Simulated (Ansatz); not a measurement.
MnSi, pressure series

Consider MnSi (space group P2_13, No. 198; a = 4.518 Å; ferromagnetic).

Cell and atoms are relaxed at each pressure.

The values are results of PBE, PAW, 420 eV (Ansatz, a first-principles code; no SOC), earlier PAW set, not measurements.

Notes on the quantities. enthalpy: H = E + PV relative to the base's energy.

```
variant              density       enthalpy
----------------  ----------  -------------
base              5.98 g/cm³              –
pressure −2 GPa   5.92 g/cm³  -0.14 eV/atom
pressure −1 GPa   5.95 g/cm³  -0.07 eV/atom
pressure 1.8 GPa  6.03 g/cm³  +0.13 eV/atom
pressure 4.2 GPa  6.10 g/cm³  +0.30 eV/atom
pressure 9 GPa    6.22 g/cm³  +0.63 eV/atom
pressure 18 GPa   6.44 g/cm³  +1.25 eV/atom
pressure 30 GPa   6.71 g/cm³  +2.03 eV/atom
pressure 45 GPa   7.00 g/cm³  +2.97 eV/atom
pressure 60 GPa   7.27 g/cm³  +3.88 eV/atom
```

The magnetic state is the one reached from the starting moments; the real material's order can differ, and small cells can't hold many antiferromagnetic ones. Load acts through the strain it causes; cell and atoms are relaxed under it. No phonon test of stability was made. No other phases were tried under pressure.
